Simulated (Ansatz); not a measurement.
Cells marked so need not be the phases stable at ambient conditions, and some may be hypothetical.

No gap correction and no spin-orbit coupling; mid-gap values are interpolated between computed energies.

A. K$_{2}$SnHgSe$_{4}$ (I-42m, not sure to be the ambient phase, 8 atoms a cell, 30.3 Å³ an atom, -2 GPa at this level), along the normal of (101)
B. Sr$_{3}$AlO$_{4}$F (I4/mcm, not sure to be the ambient phase, 18 atoms a cell, 14.6 Å³ an atom, -4 GPa at this level), along the normal of (001)
C. Li$_{2}$TiGeO$_{5}$ (P4/nmm, not sure to be the ambient phase, 18 atoms a cell, 11.2 Å³ an atom, -6 GPa at this level), along the normal of (110)
D. Sc₂CdSe₄ (Fd-3m, spinel, not sure to be the ambient phase, 14 atoms a cell, 25.7 Å³ an atom), along the normal of (111)

### Question
Rank these by mid-gap decay constant of the slowest evanescent state (lowest first), as r2SCAN (Ansatz, a first-principles code) gives it.

### Answer
D (0.10 1/Å), A (0.17 1/Å), B (0.38 1/Å), C (0.48 1/Å)
